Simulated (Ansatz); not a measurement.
The reference is ZnS in the wurtzite structure (space group P6_3mc, No. 186; a = 3.738 Å, c = 6.143 Å). Axes: x lies along a and z along c of the hexagonal cell.

The values are results of LDA in Ansatz (plane waves to 420 eV, PAW, scalar-relativistic without spin-orbit coupling), not measurements.

For the base:

| Item | Result |
|---|---|
| Valence-band top at Γ | 0.00, 0.00, -0.10 eV |
| Band gap | 2.19 eV |
| Gap character | direct at Γ |

It is then changed as follows: tensile biaxial strain of 1.80 % in the plane normal to [001], as in epitaxy on a mismatched substrate; the out-of-plane cell vector and the atoms relax.

Question: How does this affect the valence-band top at Γ, band gap, ratio −ε⊥/ε∥ and gap character?

Answer: The valence-band top at Γ (three highest levels, from the VBM) goes from 0.00, 0.00, -0.10 eV to 0.00, -0.04, -0.04 eV; the band gap falls by 0.08 eV, from 2.19 eV to 2.11 eV; the ratio −ε⊥/ε∥ amounts to 0.61; the gap character stays direct at Γ.

Stability against distortions was not tested.

Ansatz is an electronic-structure program.
